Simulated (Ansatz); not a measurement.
CrCuO2, pressure series

The reference is CrCuO₂ (space group R-3m, No. 166; a = 2.964 Å, c = 16.920 Å (hexagonal axes); ferromagnetic).

Cell and atoms are relaxed at each pressure.

All numbers come from PBEsol, PAW, 420 eV (Ansatz, a quantum-chemistry and plane-wave program; scalar-relativistic without spin-orbit coupling).

| pressure (GPa) | volume per atom (Å³/atom) |
|---|---|
| -2 | 10.859 |
| -1 | ? |
| 0 | 10.726 |
| 0.9 | 10.669 |
| 2.1 | 10.594 |
| 4.5 | 10.453 |
| 9 | 10.210 |
| 15 | 9.923 |

**Question.** Fit the third-order Birch–Murnaghan form P(V) = (3B₀/2)[(V₀/V)^(7/3) − (V₀/V)^(5/3)]·[1 + (3/4)(B₀′ − 4)((V₀/V)^(2/3) − 1)] (squares taken in P) to the rows shown and predict the withheld row.

**Answer.** Least squares on the printed values gives V₀ = 10.726 Å³/atom, B₀ = 166 GPa, B₀′ = 3.8; this predicts 10.792 Å³/atom, and the run gives 10.791 Å³/atom, in agreement.

Load acts through the strain it causes; cell and atoms are relaxed under it. No phonon test of stability was made. No other phases were tried under pressure. No Hubbard U is applied and the magnetic state is the run's own (CrCuO2 ferromagnetic); other magnetic orders, which need larger cells, were not tried and can change the gap.
